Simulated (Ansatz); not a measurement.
Start from BAs in the zinc blende structure (space group F-43m, No. 216).

```xyz
2
Lattice="0.0000 2.3919 2.3919 2.3919 0.0000 2.3919 2.3919 2.3919 0.0000" Properties=species:S:1:pos:R:3 pbc="T T T"
B      0.0000     0.0000     0.0000
As     1.1960     1.1960     1.1960
```

Cartesian axes are those of the cell as printed.

Level of theory: r2SCAN (Ansatz, a first-principles code; PAW; 500 eV plane waves; no spin-orbit coupling).

One thing is altered: every lattice vector is shortened by 2.00 %, atoms relaxed at fixed cell.

Q: Predict the stress tensor and what it implies for the stiffness.

A: Stress of the strained cell less that of the base (GPa, compression positive):
```
   9.65    0.00    0.00
   0.00    9.65    0.00
   0.00    0.00    9.65
```

Then B = −ΔP/(ΔV/V₀) with ΔV/V₀ = -0.0588 gives secant stiffness values (nonlinear terms included at this strain): B ≈ 164 GPa.

As a check, the harmonic strain energy −½ V₀ Δσ:ε is 25 meV/atom; the computed energy rise is 23 meV/atom.

Stability against distortions was not tested.
